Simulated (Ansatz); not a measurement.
Spinel GeFe2O4 was calculated with rVV10 (Ansatz, an electronic-structure program, plane waves, PAW).

Numerical settings: plane-wave cutoff 520 eV, 12×12×12 k mesh, Fermi–Dirac smearing 0.05 eV, spin-polarised with parallel moments, scalar-relativistic PAW data made under PBE.

The volume scan:

| V (Å³/atom) | E − E_lowest (meV/atom) | P (GPa) |
|---|---|---|
| 10.484 | 10.17 | 7.75 |
| 10.702 | 2.45 | 3.66 |
| 10.921 | 0.00 | 0.00 |
| 11.139 | 2.27 | -3.27 |
| 11.357 | 8.77 | -6.20 |

**Question.** Estimate the bulk modulus from the pressures at 10.702 and 11.139 Å³/atom, and compare it with a fit to all energies.

**Answer.** B = −V dP/dV. Between V = 10.702 and 11.139 Å³/atom, dP/dV = (-3.27 − (3.66))/(11.139 − 10.702) = -15.9 GPa per Å³/atom; at the midpoint 10.921 Å³/atom this gives B ≈ 173 GPa. The third-order Birch–Murnaghan fit gives V0 = 10.921 Å³/atom, B0 = 173 GPa, B′ = 4.5, which lies within 1 % of that estimate.

Note: the magnetic order was assumed, not searched for or taken from measurement; functionals without U or exact exchange can leave correlated insulators metallic, so the missing gap need not be real.

The computed numbers hold no vibrational or temperature effects.
